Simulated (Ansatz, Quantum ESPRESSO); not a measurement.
**YbB₂Ru₃ (P6/mmm, 6 atoms in the cell) computed with different codes at matched settings**

Self-consistent single point, at a second geometry (lattice scaled by 0.98). First geometry:

```
YbB2Ru3
1.0
    5.58893     0.00000     0.00000
   -2.79447     4.84016     0.00000
    0.00000     0.00000     2.96200
Yb B Ru
1 2 3
Cartesian
  0.00000   0.00000   0.00000
  2.79447   1.61338   0.00000
  0.00000   3.22677   0.00000
 -1.39723   2.42008   1.48100
  2.79447   0.00000   1.48100
  1.39723   2.42008   1.48100
```

Shared settings, as Ansatz (a first-principles code) writes them: kpoints.mp_grid.grid = 6 6 9; scf.occupations.method = fermi_dirac; scf.occupations.width = 0.1 eV. Potentials and cutoffs stand in the table.

```csv
code,model,ΔF from the first geometry (meV/atom),pressure (GPa),cutoff
Ansatz,"PBEsol, PAW files made with PBE",-14.6,3.77,420 eV
Quantum ESPRESSO,"PBEsol, SSSP 1.1.2 efficiency (PBE) pseudopotentials",-17.3,3.36,60 Ry
```

On Ansatz's run: spin-orbit coupling is off. Spin polarisation is off.

The spread over the programs that give each value: ΔF from the first geometry within 2.7 meV/atom; pressure within 0.41 GPa.

Ansatz's pressure is given at a fixed set of plane waves, as the other plane-wave codes print theirs; with its correction for the finite basis it is 4.00 GPa (the shift of 0.22 GPa shows how far the cutoff is from converged).

The starting cell comes from a database of computed structures (which also holds hypothetical and non-ambient phases and stackings), without a prior relaxation at this level. Its lattice was rescaled by a random factor within 2.5 % of one. For this run, on top of that: lattice scaled by 0.98.

Keys are those of Ansatz 0.2.
